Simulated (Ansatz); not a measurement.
**Sr under a change: isotropic strain −4.41 %**

Base system: Sr in the fcc (Cu type) structure (space group Fm-3m, No. 225; a = 6.100 Å).

It is then changed as follows: the cell is scaled by 0.9559 in all directions; the atoms relax in the strained cell.

Method: r2SCAN (Ansatz, an electronic-structure program; PAW; 500 eV plane waves; no spin-orbit coupling). k-mesh 13×13×13 (Γ-centred); smearing 0.05 eV (Fermi–Dirac).

* **Volume per atom**: 49.56 Å³ (base 56.74 Å³)
* **Space group**: Fm-3m (No. 225) (base Fm-3m (No. 225))
* **Shortest interatomic distance**: 4.123 Å (base 4.313 Å)
* **Energy relative to the base (free energy F)**: +40 meV/atom
* **Pressure**: 1.9 GPa (base 0.0 GPa)
* **Band gap**: zero (base zero)

Stability against distortions was not tested.
